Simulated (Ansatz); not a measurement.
Results of PBE0 (Ansatz, an electronic-structure program, PAW) for ScOCl (P4/nmm, No. 129, 6 atoms in the cell; start mp-989195).

Input file:

Ansatz 0.2 input:
```yaml
crystal:
  lattice:
    - [3.5429643273, 0.0, 0.0]
    - [0.0, 3.5429643273, 0.0]
    - [0.0, 0.0, 7.625885268]
  atoms:
    - { symbol: Sc, position: [0.0, 0.5, 0.1393483545] }
    - { symbol: Sc, position: [0.5, 0.0, 0.8606516455] }
    - { symbol: Cl, position: [0.0, 0.5, 0.6679388524] }
    - { symbol: Cl, position: [0.5, 0.0, 0.3320611476] }
    - { symbol: O, position: [0.5, 0.5, 0.0] }
    - { symbol: O, position: [0.0, 0.0, 0.0] }
basis:
  ecutwfc: 460
  ecutrho_ratio: 4
  xc_grid: 2
kpoints:
  mp_grid: { grid: [6, 6, 4] }
  band_path: { path: [[0, 0, 0], [0.302083, 0.302083, 0.21875]], npoints: 1 }
hamiltonian:
  xc: pbe0
  dispersion: none
  pseudopotentials: { kind: paw }
scf:
  occupations: { method: fermi_dirac, width: 0.01 }
  convergence: { dr2_threshold: 0.0000000006 }
output:
  forces: true
  stress: true
  eigenvalues: true
  write_bands: true
```

From the output:

```
WARN output.stress: scf.exx.energy_threshold = 1e-6 eV is looser than the 6e-8 eV advised for a stress under a hybrid functional (1e-8 eV for each atom of the …
Crystal: 6 atoms, lattice volume = 95.725 Å³
Basis set: ecut = 460 eV, 2123 PW (Γ), exchange–correlation on 50×50×108 points (8 copies of the dense FFT grid, shifted against one another)
Bands: 30, of which v1, the nominal top of the filled ones, is band 24 counted from 1 (23 counted from 0)
Symmetry: 16 space group operations
Space group: P4/nmm (ITA 129), of the structure as read, at distance tolerance 4.6e-5 Å
k-points: 30 of 144
Functional: x = pbe(κ = 0.804, μ = 0.2195149727645171), c = pbe(β = 0.06672455060314922), warm-up for x = 0.75 pbe(κ = 0.804, μ = 0.2195149727645171) + 0.25 exact, c = pbe(β = 0.06672455060314922)
SCF iter   1: F=—  HF=-7577.603749 eV  |F-HF|=—  |Δ(HF+E_count)|=         —  Δρ=2.47e-3  dr2=2.47e-3
SCF iter   2: F=-7577.606630 eV  HF=-7577.606486 eV  |F-HF|=1.44e-4  |Δ(HF+E_count)|=   2.74e-3  Δρ=1.34e-3  dr2=8.23e-4
Crystal: 6 atoms, lattice volume = 95.725 Å³
Initial density: handed on by an earlier stage of this run
Functional: x = 0.75 pbe(κ = 0.804, μ = 0.2195149727645171) + 0.25 exact, c = pbe(β = 0.06672455060314922)
  ...
Crystal: 6 atoms, lattice volume = 95.725 Å³
SCF iter   7: F=—  HF=-7580.750033 eV  |F-HF|=—  |Δ(HF+E_count)|=   1.70e-8  Δρ=1.31e-6  dr2=1.41e-9
SCF iter   8: F=-7580.750033 eV  HF=-7580.750033 eV  |F-HF|=0.00e0  |Δ(HF+E_count)|=  4.31e-10  Δρ=8.63e-8  dr2=3.19e-10
SCF 3 converged in 8 iterations: F = -7580.750033 eV  dr2 = 3.19e-10
Free energy (F): -7580.750034 eV
Internal energy: -7580.750034 eV  (E = F + TS)
E sigma→0 (E₀):  -7580.750034 eV
Fermi energy:    8.270184 eV
--- Forces (eV/Å), atoms counted from 1 ---
  atom   1  Sc     0.00000000     0.00000000    -0.43426990
  atom   2  Sc     0.00000000     0.00000000     0.43426990
  atom   3  Cl     0.00000000     0.00000000     0.06390397
  atom   4  Cl     0.00000000     0.00000000    -0.06390397
  atom   5  O     -0.00000000     0.00000000     0.00000000
  atom   6  O      0.00000000     0.00000000     0.00000000
--- Stress (GPa, compression-positive) ---
        0.146854       0.000000       0.000000
        0.000000       0.146854       0.000000
        0.000000       0.000000      -0.059882
  P = ⅓ Tr σ = 0.0779 GPa (0.779 kbar)
```

The PAW data were made under PBE.

Note: cell and atoms aren't relaxed at this level (largest force component 0.43 eV/Å).

Computing time: roughly 5 core-minutes.

A start named mp-… is a Materials Project structure, which need not be a measured phase.
